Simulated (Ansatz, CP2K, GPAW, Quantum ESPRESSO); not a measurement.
## Code comparison for Ag3Sb (Pmmn, 8 atoms in the cell)

Self-consistent single point, at a second geometry (lattice scaled by 0.98). First geometry:

```
Ag3Sb
1.0
    4.91440     0.00000     0.00000
    0.00000     6.08666     0.00000
    0.00000     0.00000     5.36915
Ag Sb
6 2
Direct
  0.50000   0.00000   0.32632
  0.00000   0.50000   0.67368
  0.00000   0.25200   0.15381
  0.00000   0.74800   0.15381
  0.50000   0.24800   0.84619
  0.50000   0.75200   0.84619
  0.00000   0.00000   0.67018
  0.50000   0.50000   0.32982
```

Shared settings, as Ansatz (an electronic-structure program) writes them: kpoints.mp_grid.grid = 4 3 3; scf.occupations.method = gaussian; scf.occupations.width = 0.05 eV. Potentials and cutoffs stand in the table.

```
code                                                                                   model  ΔF from the first geometry (meV/atom)  pressure (GPa)  largest force (eV/Å)       cutoff
----------------  --------------------------------------------------------------------------  -------------------------------------  --------------  --------------------  -----------
Ansatz                                                       PBEsol, PAW files made with PBE                                  -25.6           -0.97                 0.342      default
Quantum ESPRESSO                                PBEsol, PSlibrary PAW (PBE) pseudopotentials                                  -24.7           -2.13                 0.352        50 Ry
GPAW                                   PBEsol, GPAW PAW datasets PBEsol (made by gpaw-setup)                                  -26.0           -0.99                 0.338       600 eV
CP2K              PBEsol, GPW, DZVP-MOLOPT-SR-GTH basis, GTH-PBE potentials (GTH_POTENTIALS)                                   -6.7            1.99                 0.436  grid 500 Ry
```

For Quantum ESPRESSO (by 1.3 GPa) the energy change implies a higher mean pressure, against the two pressures, than for the other programs: a sign of finite-basis (Pulay) stress.

Size of the force on each atom (eV/Å): Sizes of forces hide their directions.

```json
[
 {"code": "Ansatz", "Ag1": "0.004", "Ag2": "0.004", "Ag3": "0.075", "Ag4": "0.075", "Ag5": "0.075", "Ag6": "0.075", "Sb7": "0.342", "Sb8": "0.342"},
 {"code": "Quantum ESPRESSO", "Ag1": "0.015", "Ag2": "0.015", "Ag3": "0.086", "Ag4": "0.086", "Ag5": "0.086", "Ag6": "0.086", "Sb7": "0.352", "Sb8": "0.352"},
 {"code": "GPAW", "Ag1": "0.000", "Ag2": "0.000", "Ag3": "0.074", "Ag4": "0.074", "Ag5": "0.074", "Ag6": "0.074", "Sb7": "0.338", "Sb8": "0.338"},
 {"code": "CP2K", "Ag1": "0.041", "Ag2": "0.041", "Ag3": "0.098", "Ag4": "0.098", "Ag5": "0.098", "Ag6": "0.098", "Sb7": "0.436", "Sb8": "0.436"}
]
```

No clean gap comes from Ansatz, Quantum ESPRESSO, GPAW and CP2K: levels at the Fermi energy touch, overlap or are partly filled at this smearing.

On Ansatz's run: spin-orbit coupling is off.

The spread over the programs that give each value: ΔF from the first geometry within 19.3 meV/atom; pressure within 4.12 GPa; largest force within 0.098 eV/Å.

CP2K uses small atom-centred bases, whose incompleteness enters pressures, forces and empty levels differently from a plane-wave cutoff. Ansatz's pressure is given at a fixed set of plane waves, as the other plane-wave codes print theirs; with its correction for the finite basis it is -0.92 GPa. In the pressure, Quantum ESPRESSO (by 1.14) and CP2K (by 2.98) lie more than 1 GPa from the median of the plane-wave programs. In the force vectors, CP2K (by 0.094) lies more than 0.08 eV/Å from the median of the plane-wave programs.

The shared mesh is coarse (it stands for a supercell whose shortest vector is 16 Å), so the values are not converged in it.

The starting cell comes from a database of computed structures (which also holds hypothetical and non-ambient phases and stackings), without a prior relaxation at this level. Its lattice was rescaled by a random factor within 2.5 % of one. For this run, on top of that: lattice scaled by 0.98.

Left out of this page: Elk (not drawn, or without a comparable value).

Keys are those of Ansatz 0.2.
